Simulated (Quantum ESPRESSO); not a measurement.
The steps of a band-structure calculation for Mg₆NbSi (Amm2, 8 atoms in the cell) with Quantum ESPRESSO.

Computed with LDA (PZ), GBRV 1.5 ultrasoft (LDA) pseudopotentials (plane waves; Quantum ESPRESSO).

Step 1 (scf):

```fortran
&control
 calculation = 'scf'
 prefix = 'Mg6NbSi'
 outdir = './tmp'
 pseudo_dir = './'
 verbosity = 'high'
 tprnfor = .true.
 tstress = .true.
/
&system
 ibrav = 0
 celldm(1) = 9.5797398217
 nat = 8
 ntyp = 3
 ecutwfc = 40
 ecutrho = 320
 occupations = 'smearing'
 smearing = 'gaussian'
 degauss = 0.0036749
/
&electrons
 conv_thr = 1e-10
 mixing_beta = 0.7
/
ATOMIC_SPECIES
Mg    24.3050  mg_lda_v1.4.uspp.F.UPF
Nb    92.9064  nb_lda_v1.uspp.F.UPF
Si    28.0850  si_lda_v1.uspp.F.UPF
ATOMIC_POSITIONS crystal
Mg    0.5000000000    0.6744200000    0.1719800000
Mg    0.5000000000    0.1719800000    0.6744200000
Mg    0.0000000000    0.8253600000    0.3365600000
Mg    0.0000000000    0.3365600000    0.8253600000
Mg    0.0000000000    0.3221000000    0.3221000000
Mg    0.0000000000    0.8251900000    0.8251900000
Nb    0.5000000000    0.6754800000    0.6754800000
Si    0.5000000000    0.1689100000    0.1689100000
K_POINTS automatic
2 2 2  0 0 0
CELL_PARAMETERS alat
   1.0000000000     0.0000000000     0.0000000000
   0.0000000000     0.5668464388     1.0743384793
   0.0000000000    -0.5668464388     1.0743384793
```

Step 2 (bands):

```fortran
&control
 calculation = 'bands'
 prefix = 'Mg6NbSi'
 outdir = './tmp'
 pseudo_dir = './'
 verbosity = 'high'
/
&system
 ibrav = 0
 celldm(1) = 9.5797398217
 nat = 8
 ntyp = 3
 ecutwfc = 40
 ecutrho = 320
 occupations = 'smearing'
 smearing = 'gaussian'
 degauss = 0.0036749
 nbnd = 49
/
&electrons
 conv_thr = 1e-10
 startingwfc = 'random'
 diago_thr_init = 1.0d-6
 diagonalization = 'cg'
/
ATOMIC_SPECIES
Mg    24.3050  mg_lda_v1.4.uspp.F.UPF
Nb    92.9064  nb_lda_v1.uspp.F.UPF
Si    28.0850  si_lda_v1.uspp.F.UPF
ATOMIC_POSITIONS crystal
Mg    0.5000000000    0.6744200000    0.1719800000
Mg    0.5000000000    0.1719800000    0.6744200000
Mg    0.0000000000    0.8253600000    0.3365600000
Mg    0.0000000000    0.3365600000    0.8253600000
Mg    0.0000000000    0.3221000000    0.3221000000
Mg    0.0000000000    0.8251900000    0.8251900000
Nb    0.5000000000    0.6754800000    0.6754800000
Si    0.5000000000    0.1689100000    0.1689100000
K_POINTS crystal_b
14
  0.00000000   0.00000000   0.00000000   7  ! G
  0.00000000   0.31959669  -0.31959669   3  ! X
  0.00000000   0.00000000  -0.50000000   6  ! S
 -0.50000000   0.00000000  -0.50000000   3  ! R
 -0.50000000   0.31959669  -0.31959669   7  ! A
 -0.50000000   0.00000000   0.00000000   6  ! Z
  0.00000000   0.00000000   0.00000000   6  ! G
  0.00000000  -0.50000000  -0.50000000   4  ! Y
  0.00000000  -0.31959669  -0.68040331   6  ! X1
 -0.50000000  -0.31959669  -0.68040331   4  ! A1
 -0.50000000  -0.50000000  -0.50000000   6  ! T
  0.00000000  -0.50000000  -0.50000000   1  ! Y
 -0.50000000   0.00000000   0.00000000   6  ! Z
 -0.50000000  -0.50000000  -0.50000000   1  ! T
CELL_PARAMETERS alat
   1.0000000000     0.0000000000     0.0000000000
   0.0000000000     0.5668464388     1.0743384793
   0.0000000000    -0.5668464388     1.0743384793
```

Step 3 (bands.x):

```fortran
&bands
 prefix = 'Mg6NbSi'
 outdir = './tmp'
 filband = 'bands.dat'
 lsym = .false.
/
```

Output of bands (abridged):

```
     Atomic positions and unit cell read from directory:
     ./tmp/Mg6NbSi.save/

     Message from routine setup:
     using ibrav=0 with symmetry is DISCOURAGED, use correct ibrav instead
     G-vector sticks info
     --------------------
     sticks:   dense  smooth     PW     G-vecs:    dense   smooth      PW
     Sum        2837    1433    421               103407    36659    5765

     bravais-lattice index     =            0
   [... lines left out ...]
     unit-cell volume          =    1070.7737 (a.u.)^3
   [... lines left out ...]

     The potential is recalculated from file :
     ./tmp/Mg6NbSi.save/charge-density

     Band Structure Calculation
     CG style diagonalization

     ethr =  1.00E-06,  avg # of iterations = 29.3

     End of band structure calculation

          k = 0.0000 0.0000 0.0000 (  4585 PWs)   bands (ev):

   -67.8822 -67.4441 -67.4395 -67.2327 -67.2303 -67.1043 -47.3405 -35.3233
   -35.3220 -35.3154 -34.9327 -34.8960 -34.8905 -34.8905 -34.8479 -34.8305
   -34.7107 -34.6845 -34.6829 -34.6570 -34.6513 -34.6501 -34.5714 -34.5434
   -34.5225 -23.5099 -23.4293 -23.3862  -1.1772   2.4616   4.3196   4.6763
     5.0271   5.1056   5.2018   5.9580   6.4530   7.0109   7.0127   8.2016
     8.4369   8.6122   9.0341   9.9690  10.3306  10.5225  10.5935  10.8717
    11.7548

          k = 0.0000 0.0805 0.0000 (  4579 PWs)   bands (ev):

   -67.8822 -67.4440 -67.4396 -67.2338 -67.2292 -67.1042 -47.3405 -35.3236
   -35.3220 -35.3151 -34.9318 -34.8959 -34.8912 -34.8906 -34.8476 -34.8310
   -34.7097 -34.6842 -34.6831 -34.6569 -34.6514 -34.6511 -34.5715 -34.5434
   -34.5225 -23.5100 -23.4293 -23.3862  -1.1455   2.4545   4.1649   4.6462
     4.9862   5.0181   5.1299   6.2146   6.5893   7.0073   7.0346   8.2498
     8.3971   8.6695   8.9839  10.0443  10.0938  10.1949  10.8860  11.3395
    11.6183

   [... 64 blocks of this kind left out ...]
```

Output of bands.x (abridged):

```
     Reading xml data from directory:

     ./tmp/Mg6NbSi.save/

     G-vector sticks info
     --------------------
     sticks:   dense  smooth     PW     G-vecs:    dense   smooth      PW
     Sum        2837    1433    421               103407    36659    5765

     Reading collected, re-writing distributed wavefunctions
     high-symmetry point:  0.0000 0.0000 0.0000   x coordinate   0.0000
     high-symmetry point:  0.0000 0.5638 0.0000   x coordinate   0.5638
     high-symmetry point:  0.0000 0.4410-0.2327   x coordinate   0.8269
     high-symmetry point: -0.5000 0.4410-0.2327   x coordinate   1.3269
     high-symmetry point: -0.5000 0.5638 0.0000   x coordinate   1.5900
     high-symmetry point: -0.5000 0.0000 0.0000   x coordinate   2.1538
   [... 3 lines left out ...]
     high-symmetry point: -0.5000 0.3183-0.4654   x coordinate   3.9375
     high-symmetry point: -0.5000 0.0000-0.4654   x coordinate   4.2558
     high-symmetry point:  0.0000 0.0000-0.4654   x coordinate   4.7558
     high-symmetry point: -0.5000 0.0000 0.0000   x coordinate   4.7558
     high-symmetry point: -0.5000 0.0000-0.4654   x coordinate   5.2212

     Plottable bands (eV) written to file bands.dat.gnu
     Bands written to file bands.dat

   JOB DONE.
```

The starting cell comes from a database of computed structures (which also holds hypothetical and non-ambient phases and stackings), without a prior relaxation at this level. Spin polarisation is off.
